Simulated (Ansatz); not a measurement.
For C (model structure, Fd-3m, No. 227, 2 atoms in the cell), LDA in Ansatz (plane waves, PAW) gives:

- equilibrium lattice constant a: 3.532 Å
- bulk modulus: 468 GPa
- cohesive energy: 8.95 eV/atom
- band gap: 4.18 eV

**Question.** What does r²SCAN in Ansatz (plane waves, PAW) give for the same quantities?

**Answer.** 
- lattice constant a: 3.560 Å (goes up by 0.8 %)
- bulk modulus: 452 GPa (shrinks by 3.4 %)
- cohesive energy: 7.50 eV/atom (drops by 1.45 eV/atom)
- band gap: 4.36 eV (increases by 0.18 eV)

Changes are worked out from the printed values.

Unless a cell is named, each level is at its own relaxed cell (LDA 5.51, r²SCAN 5.64 Å³/atom).

Density-functional gaps are differences of (generalised) Kohn–Sham levels.

Caveats: the bulk modulus is −V dP/dV from two relaxed cells at ±2 % in volume (LDA, r²SCAN). Ansatz's density-functional and Hartree–Fock values are scalar-relativistic unless marked +SOC, with PAW data made under PBE.

A model structure was made by putting elements into a prototype or built by hand; here it ended with the formula and space group of a phase in our tables.

Ansatz is an electronic-structure program.
